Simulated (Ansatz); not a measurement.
Worked example: self-consistent single point of KTlO₂ (R3m, 4 atoms in the cell) in Ansatz (a quantum-chemistry and plane-wave program).

Method of the run: LDA (PW92), default PAW files made with PBE (plane waves; Ansatz).

The change in words: lattice scaled by 0.98; basis.ecutrho_ratio: default → 3. Reference geometry:
```
KTlO2
1.0
    1.71813     0.99196     6.07173
   -1.71813     0.99196     6.07173
    0.00000    -1.98392     6.07173
K Tl O
1 1 2
Cartesian
  0.00000   0.00000   9.15759
  0.00000   0.00000   0.00000
  0.00000   0.00000  13.33496
  0.00000   0.00000   4.88023
```

Reference input (self-consistent single point, DFT, LDA (PW92), plane waves, default PAW files made with PBE): basis.ecutwfc = 420 eV; kpoints.mp_grid.grid = 8 8 8; hamiltonian.xc = lda; hamiltonian.pseudopotentials = {kind: paw} (the program's default PAW files); scf.occupations.method = fermi_dirac; scf.occupations.width = 0.02 eV. This run's input differs from it in these lines:

Ansatz 0.2 input:
```diff
@@ -3,5 +3,5 @@
   lattice:
-    - [1.718126, 0.991960, 6.071729]
-    - [-1.718126, 0.991960, 6.071729]
-    - [0.000000, -1.983922, 6.071729]
+    - [1.683763, 0.972121, 5.950294]
+    - [-1.683763, 0.972121, 5.950294]
+    - [0.000000, -1.944244, 5.950294]
   atoms:
@@ -13,2 +13,3 @@
   ecutwfc: 420.0
+  ecutrho_ratio: 3
 kpoints:
```

Log, with long lists cut:

```
SCF iter   1: F=—  HF=-13752.868960 eV  |F-HF|=—  |Δ(HF+E_count)|=         —  Δρ=1.74e-2  dr2=1.61e-1  ethr=1.77e-3  ⟨swp⟩=6.3  Hψ=7560  notcnv=0
all-band conjugate gradients solve this SCF's bands
preconditioner: auto → none
SCF iter   2: F=—  HF=-13752.841845 eV  |F-HF|=—  |Δ(HF+E_count)|=   2.71e-2  Δρ=1.22e-2  dr2=6.44e-2  ethr=4.72e-4  ⟨swp⟩=2.0  Hψ=3185  notcnv=0
   [... lines left out ...]
SCF iter   5: F=—  HF=-13752.823894 eV  |F-HF|=—  |Δ(HF+E_count)|=   2.11e-6  Δρ=6.45e-4  dr2=2.88e-4  ethr=4.87e-7  ⟨swp⟩=2.3  Hψ=2411  notcnv=0
SCF iter   6: F=—  HF=-13752.823845 eV  |F-HF|=—  |Δ(HF+E_count)|=   4.84e-5  Δρ=1.35e-4  dr2=1.24e-5  ethr=4.87e-7  ⟨swp⟩=2.0  Hψ=1722  notcnv=0
SCF iter   7: F=—  HF=-13752.823843 eV  |F-HF|=—  |Δ(HF+E_count)|=   2.31e-6  Δρ=2.27e-5  dr2=2.58e-7  ethr=3.65e-8  ⟨swp⟩=2.1  Hψ=1649  notcnv=0
SCF iter   8: F=-13752.823843 eV  HF=-13752.823843 eV  |F-HF|=1.66e-8  |Δ(HF+E_count)|=   2.43e-8  Δρ=5.84e-6  dr2=2.15e-8  ethr=2.94e-10  ⟨swp⟩=4.1  Hψ=4706  notcnv=0
SCF 1 converged in 8 iterations: F = -13752.823843 eV  dr2 = 2.15e-8
Free energy (F): -13752.823843 eV
Internal energy: -13752.823843 eV  (E = F + TS)
E sigma→0 (E₀):  -13752.823843 eV
Fermi energy:    8.798685 eV
--- Forces (eV/Å), atoms counted from 1 ---
  atom   1  K      0.00000000     0.00000001    -0.24184171
  atom   2  Tl     0.00000000    -0.00000001     0.20869096
  atom   3  O     -0.00000000    -0.00000002     0.35390587
  atom   4  O      0.00000000     0.00000002    -0.32054304
--- Stress (GPa, compression-positive) ---
        3.876742       0.000000       0.000000
        0.000000       3.876742       0.000000
        0.000000       0.000000       2.067594
  P = ⅓ Tr σ = 3.2737 GPa (32.737 kbar)
  The stress holds the Pulay correction, which leaves out the density cutoff's part. Without it, at fixed plane waves, as pw.x and ABINIT print it …
settings of this run that can trade accuracy for cost: basis.ecutrho_ratio < 4. Do not mix this run's numbers with those of runs without the same settings …
```

The run converged in 8 iterations. Against the reference run the free energy hardly moves (within 1 meV/atom), the pressure goes from -3.22 to 3.27 GPa, the largest force goes from 0.190 to 0.354 eV/Å and the gap on the mesh goes from 0.920 to 1.107 eV. The full log also holds: “WARN basis.ecutrho_ratio = 3 (ecutrho = 1260 eV) is below the records' recommended cutoff”.

The starting cell comes from a database of computed structures (which also holds hypothetical and non-ambient phases and stackings), without a prior relaxation at this level. Its lattice was rescaled by up to half a per cent. One atom was moved a little off its site on purpose. For this run, on top of that: lattice scaled by 0.98. Spin-orbit coupling is off. Ansatz's pressure includes its estimate of the finite-basis (Pulay) stress. Without the estimate this run gives 2.68 GPa. The cutoff lies below the one recommended for these files.
